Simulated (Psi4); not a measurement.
Psi4 1.11, unrestricted PBE0/def2-tzvp: Bi(F)3 anion ([F][Bi]([F])[F]), charge -1, multiplicity 2, 4 atoms. The geometry is a generated start, not checked to be a minimum at this level.

```json
{
  "task": "energy",
  "method": "pbe0",
  "basis": "def2-tzvp",
  "memory": "3 GB",
  "maxiter": "100",
  "keys_of_the_molecule_block": "symmetry c1",
  "scf_type": "df (default)",
  "guess": "auto, which took SAD (default)",
  "scf_initial_accelerator": "adiis (default)",
  "e_convergence": "1e-06 (default)",
  "d_convergence": "1e-06 (default)",
  "dft_radial_points": "75 (default)",
  "dft_spherical_points": "302 (default)",
  "effective_core_potentials": "those of the basis set, past Kr",
  "basis_functions": "143",
  "grid_points": "87058"
}
```

```xyz
4

Bi     0.0102    -0.0038     0.8348
F     -1.3488    -1.0164    -0.2679
F     -0.2206     1.6715    -0.2750
F      1.5592    -0.6513    -0.2919
```

Charge -1 and multiplicity 2 are set for this test and not shown to be the ground state.

One run each on 2 threads. Values of diis_max_vecs tried: 3, 6, 10 (default), 20.

### Question
Predict the course of the SCF iterations along this series.

### Answer
Fewest SCF iterations, within one of each other: 10 (default) with 22, 20 with 22. The count rises to 86 at 3. All converge to one solution.

```json
[
 {"diis_max_vecs": "3", "SCF iterations": "86", "end": "same solution"},
 {"diis_max_vecs": "6", "SCF iterations": "24", "end": "same solution"},
 {"diis_max_vecs": "10 (default)", "SCF iterations": "22", "end": "same solution"},
 {"diis_max_vecs": "20", "SCF iterations": "22", "end": "same solution"}
]
```
